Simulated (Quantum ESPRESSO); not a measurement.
A self-consistent single point of BAs (F-43m, 2 atoms in the cell) with Quantum ESPRESSO.

Computed with LDA (PZ), GBRV 1.5 ultrasoft (LDA) pseudopotentials (plane waves; Quantum ESPRESSO).

```xyz
2
Lattice="0.0000 2.4096 2.4096 2.4096 0.0000 2.4096 2.4096 2.4096 0.0000" Properties=species:S:1:pos:R:3 pbc="T T T"
B      1.2048     1.2048     1.2048
As     0.0000     0.0000     0.0000
```

Reference input (self-consistent single point, DFT, LDA (PZ), plane waves, GBRV 1.5 ultrasoft (LDA) pseudopotentials): ecutwfc = 40 Ry; ecutrho = 200 Ry; occupations = smearing; smearing = gaussian; degauss = 0.0036749 Ry; potentials = {B: b_lda_v1.4.uspp.F.UPF, As: as_lda_v1.uspp.F.UPF}; K_POINTS = automatic 12 12 12 1 1 1; conv_thr = 1e-10 Ry; mixing_beta = 0.3. This run's input differs from it in these lines:

```diff
@@ -19,3 +19,3 @@
 &ELECTRONS
-  conv_thr = 1.0d-10,
+  conv_thr = 7.3e-03,
   mixing_beta = 0.3,
```

Output (repeated stretches shortened):

```
     Self-consistent Calculation

     iteration #  1     ecut=    40.00 Ry     beta= 0.30

     total energy              =     -46.18651610 Ry
     estimated scf accuracy    <       0.14057904 Ry

     iteration #  2     ecut=    40.00 Ry     beta= 0.30

     total energy              =     -46.18909519 Ry
     estimated scf accuracy    <       0.02420812 Ry

     iteration #  3     ecut=    40.00 Ry     beta= 0.30
     End of self-consistent calculation

     Number of k-points >= 100: set verbosity='high' to print the bands.

     the Fermi energy is     8.3452 ev

!    total energy              =     -46.19016976 Ry
     estimated scf accuracy    <       0.00363360 Ry
     smearing contrib. (-TS)   =      -0.00000000 Ry
     internal energy E=F+TS    =     -46.19016976 Ry

     convergence has been achieved in   3 iterations

     Forces acting on atoms (cartesian axes, Ry/au):

     atom    1 type  1   force =     0.00000000    0.00000000    0.00000000
     atom    2 type  2   force =     0.00000000   -0.00000000    0.00000000

     Total force =     0.000000     Total SCF correction =     0.000000

          total   stress  (Ry/bohr**3)                   (kbar)     P=      -30.49
  -0.00020726  -0.00000000   0.00000000          -30.49       -0.00        0.00
  -0.00000000  -0.00020726  -0.00000000           -0.00      -30.49       -0.00
  -0.00000000  -0.00000000  -0.00020726           -0.00       -0.00      -30.49

   JOB DONE.
```

The run converged in 3 iterations. Against the reference run the free energy goes up by 3.1 meV/atom, the pressure goes from -5.99 to -3.05 GPa and the gap on the mesh goes from 1.298 to 1.386 eV.

The starting cell comes from a database of computed structures (which also holds hypothetical and non-ambient phases and stackings), without a prior relaxation at this level. With a pressure of about -3 GPa the cell is away from its equilibrium volume at this level. The shifted mesh does not hold Γ, so a gap read on it misses any band edge there.
